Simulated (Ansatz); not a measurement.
Ga (within 0.1 Å of Cmcm, No. 63, 2 atoms in the cell; start mp-10021; another form than the element's usual one), treated with r²SCAN (PAW; Ansatz, a program for electronic structure).

Settings: plane-wave cutoff 560 eV, 20×16×14 k mesh (along the axes of the cell as run), Fermi–Dirac smearing 0.05 eV, scalar-relativistic PAW data made under PBE.

Cell (relaxed at this level):

```cif
data_Ga4
_chemical_formula_sum 'Ga4'
_space_group_name_H-M_alt 'Cmcm'
_space_group_IT_number 63
_space_group_name_Hall '-C 2c 2'
_cell_length_a 2.74201
_cell_length_b 7.93691
_cell_length_c 3.33486
_cell_angle_alpha 90.000
_cell_angle_beta 90.000
_cell_angle_gamma 90.000
loop_
_atom_site_label
_atom_site_type_symbol
_atom_site_symmetry_multiplicity
_atom_site_Wyckoff_symbol
_atom_site_fract_x
_atom_site_fract_y
_atom_site_fract_z
_atom_site_occupancy
Ga1 Ga 4 c 0.00000 0.13400 0.25000 1
```
(The calculation used a cell of 2 atoms; values per cell refer to that cell.)

**Question.** Estimate the bulk modulus that the calculation returns.

**Answer.** 
- bulk modulus: 60.4 GPa

The run finds no gap.

Note: the bulk modulus is −V dP/dV from two relaxed cells at ±2 % in volume.

A start named mp-… is a Materials Project structure, which need not be a measured phase.
